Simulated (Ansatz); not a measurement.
# A computed series for Ti2InN: pressure series

Take Ti2InN (space group P6_3/mmc, No. 194; a cell from a computed database, its experimental status unchecked) as the base.

```
Ti2InN
1.0
    3.05354     0.00000     0.00000
   -1.52677     2.64445     0.00000
    0.00000     0.00000    13.88366
Ti In N
4 2 2
Cartesian
  1.52677   0.88148   5.84210
  0.00000   1.76296   8.04156
  0.00000   1.76296  12.78393
  1.52677   0.88148   1.09973
  1.52677   0.88148  10.41274
  0.00000   1.76296   3.47091
  0.00000   0.00000   0.00000
  0.00000   0.00000   6.94183
```

Cell and atoms are relaxed at each pressure.

All numbers come from plane-wave PAW DFT at the PBEsol level (Ansatz, a program for electronic structure, 420 eV), no spin-orbit coupling.

```json
[
 {"P (GPa)": "0.29", "V (Å³/atom)": "13.986"},
 {"P (GPa)": "0.70", "V (Å³/atom)": "13.948"},
 {"P (GPa)": "1.48", "V (Å³/atom)": "13.877"},
 {"P (GPa)": "2.99", "V (Å³/atom)": "13.748"},
 {"P (GPa)": "4.98", "V (Å³/atom)": "13.587"},
 {"P (GPa)": "7.50", "V (Å³/atom)": "13.400"}
]
```

A third-order Birch–Murnaghan fit to these points gives V₀ = 14.01 Å³/atom, B₀ = 149 GPa and B₀′ = 5.3. At pressure 7.5 GPa the volume is 95.6 % of V₀.

Load acts through the strain it causes; cell and atoms are relaxed under it. No phonon test of stability was made. No other phases were tried under pressure. All final runs are without spin polarisation.
